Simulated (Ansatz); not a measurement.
For SnO (model structure, started from the CsCl type, Pm-3m, No. 221, 2 atoms in the cell), PBE (PAW; Ansatz, a program for electronic structure) gives:

| Quantity | Value |
|---|---|
| lattice constant a | 3.132 Å |
| formation enthalpy | -0.511 eV/atom |

### Question
What does r²SCAN in Ansatz (plane waves, PAW) give for the same quantities?

### Answer

- lattice constant a: 3.102 Å (shrinks by 1.0 %)
- formation enthalpy: -0.473 eV/atom (moves by +0.038 eV/atom)

Changes are worked out from the printed values.

Unless a cell is named, each level is at its own relaxed cell (PBE 15.36, r²SCAN 14.92 Å³/atom).

Levels without +SOC leave out spin–orbit coupling, which shifts energies and cells of such heavy elements.

Ansatz's density-functional and Hartree–Fock values are scalar-relativistic unless marked +SOC, with PAW data made under PBE.

A model structure was made by putting elements into a prototype or built by hand; it is no filed structure, need not be a known phase, and can be a saddle point held by its symmetry.
